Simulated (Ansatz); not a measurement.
Model glasses of amorphous SiO2, 73 to 77 atoms (Si24O48 before any change). Each row is one cell at a composition chosen by hand, melted whole on the CHGNet potential with the anions pushed apart under 1.9 Å, quenched within some picoseconds, far faster than a real film, and relaxed with PBE, scalar-relativistic without spin-orbit coupling (plane waves to 420 eV, PAW; Ansatz, a quantum-chemistry and plane-wave program). Each is the lower in DFT energy of 2 quenches. Cycles of charging and discharging were tried on the cells ahead of these points, and a cell that came back lower was taken. The column on the box says what of it was relaxed with the atoms; held means as the quench left it. Cells that kept moments or hold spare charge are left out, and those that charging annealed. So are cells far out in the fitted variable, so that no row sets the line alone.

From the neutral cell one electron is taken away, or one added, and the atoms relax (PBE, the zone centre alone, moment held at 1 μB, uniform background; no image-charge correction, which leaves W too low where the charge is localised). W = E(+1) + E(−1) − 2 E(0) is the cost of moving an electron from one such cell to another; the spacing parts the highest filled and lowest empty level of the neutral cell, which ran without spin polarisation.

Formal charges balance in every cell (each cation at its usual highest valence, Cu and Ag at +1, Sb at +3, H at +1, O at −2, N at −3, F and Cl at −1). R− and R+ are the energies that the atoms' relaxation gave back after the electron was added or removed.

```
cell               change               box  spacing (eV)  R− (eV)  R+ (eV)  spacing − R− − R+ (eV)    W (eV)
-----------  ------------  ----------------  ------------  -------  -------  ----------------------  --------
Si24O48NaCl  +1 Cl, +1 Na            volume          2.73     0.02     0.70                    2.01      3.41
Si24O49Li2    +2 Li, +1 O            volume          3.49     0.50     0.43                    2.56      3.59
Si24O50Ge     +1 Ge, +2 O            volume          4.64     1.03     0.03                    3.58      3.87
Si24O51Al2    +2 Al, +3 O            volume          4.66     0.55     0.11                    4.00  withheld
Si24O51Y2      +3 O, +2 Y  volume and shape          4.51     0.02     0.15                    4.34      4.64
Si24O47Cl2    +2 Cl, −1 O            volume          5.13     0.02     0.12                    4.99      5.15
```

Task: Fit a straight line of the last column on the one before it through the 5 full rows, and predict the withheld value for Si24O51Al2.

Result: Means: x = 3.496, y = 4.132. Slope = Σ(Δx Δy) / Σ(Δx²) = 3.5078 / 6.0357 = 0.581; intercept = 4.132 − (0.581) × 3.496 = 2.101 eV; r.m.s. residual 0.167 eV. Prediction: 2.101 + (0.581) × 4.00 = 4.42 eV. The run gave 4.20 eV, a miss of 0.22 eV, within twice the residual.

Task: What would a slope of 1 with no intercept mean?

Result: That adding and removing an electron at fixed atoms costs just the level spacing, as it does for levels spread over a large cell, so that W follows by bookkeeping. The fit has 0.581 and 2.101 eV; a departure holds the carrier's repulsion on its site, which raises W, and the uncorrected background, which lowers it.

In Si24O48NaCl the spacing lies under 0.8 of the table's widest and a localised level on an atom of the host, not next to a guest, bounds it: there a defect of the quenched network is a likely cause.
